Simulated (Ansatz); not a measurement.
The reference is SiC in the zinc blende structure (space group F-43m, No. 216; a = 4.356 Å). Axes: x, y, z lie along the cube axes.

Structures relaxed with Ansatz (a program for electronic structure), r2SCAN, PAW, cutoff 500 eV, no spin-orbit coupling.

Base:

Simulated powder pattern, Cu Kα1, λ = 1.54056 Å (kinematic, ideal powder, no thermal factors, no anomalous dispersion; the 10 strongest lines at most, above 2 %, up to 2θ = 90°):

```csv
2θ (°),I/Imax (%),hkl
35.67,100,(111)
41.42,18,(200)
60.02,46,(220)
71.81,35,(311)
75.54,5.0,(222)
```

After one change:

Simulated powder pattern, Cu Kα1, λ = 1.54056 Å (kinematic, ideal powder, no thermal factors, no anomalous dispersion; the 10 strongest lines at most, above 2 %, up to 2θ = 90°):

```
2θ (°)  I/Imax (%)
------  ----------
35.55          100
40.99          6.1
41.42           12
59.69           31
60.02           15
71.14           12
71.74           23
75.25          5.0
88.90          2.5
```

Q: What was done to the base?
A. uniaxial strain ε_zz = +0.50 %
B. uniaxial strain ε_zz = +1.00 %
C. uniaxial strain ε_zz = +1.50 %
D. uniaxial strain ε_zz = +2.50 %

A: B, uniaxial strain ε_zz = +1.00 %. Its volume per atom is 10.44 Å³ against 10.33 Å³, and its space group is I-4m2 (No. 119).

Whether these cells are dynamically stable was not tested.
